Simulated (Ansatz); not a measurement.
## AlN: carrier doping

Consider AlN in the rock salt structure (space group Fm-3m, No. 225; a model cell, its experimental status unchecked).

```
CELL_PARAMETERS angstrom
      0.00000     2.02261     2.02261
      2.02261     0.00000     2.02261
      2.02261     2.02261     0.00000
ATOMIC_POSITIONS crystal
  Al 0.00000 0.00000 0.00000
  N  0.50000 0.50000 0.50000
```

Carriers are added at fixed cell with a uniform background; the Fermi–Dirac width is that of 300 K.

All numbers come from PBEsol (Ansatz, a program for electronic structure, PAW, scalar-relativistic without spin-orbit coupling).

Notes on the quantities. Fermi level from band edge: Fermi level relative to the doped band's edge (positive inside the band; to 0.05 eV).

```
change                    Fermi level from band edge  gap between the host's bands
------------------------  --------------------------  ----------------------------
undoped                                            –                       4.55 eV
electrons 5.0×10^20 cm⁻³                    +0.25 eV                       4.55 eV
electrons 7.0×10^20 cm⁻³                    +0.30 eV                       4.55 eV
electrons 1.0×10^21 cm⁻³                    +0.35 eV                       4.55 eV
electrons 1.0×10^22 cm⁻³                    +1.20 eV                       4.55 eV
holes 5.0×10^20 cm⁻³                        +0.05 eV                       4.56 eV
holes 7.0×10^20 cm⁻³                        +0.10 eV                       4.57 eV
holes 1.0×10^21 cm⁻³                        +0.10 eV                       4.57 eV
holes 1.0×10^22 cm⁻³                        +0.50 eV                       4.82 eV
```

Charged cell with a jellium background: band edges are those of the host's band count, energies are not comparable with the neutral cell, and many-body gap narrowing is missing. Whether these cells are dynamically stable was not tested. The base started in P3_121 and relaxed to Fm-3m at this level. This is not the structure that AlN has at room temperature and ambient pressure.
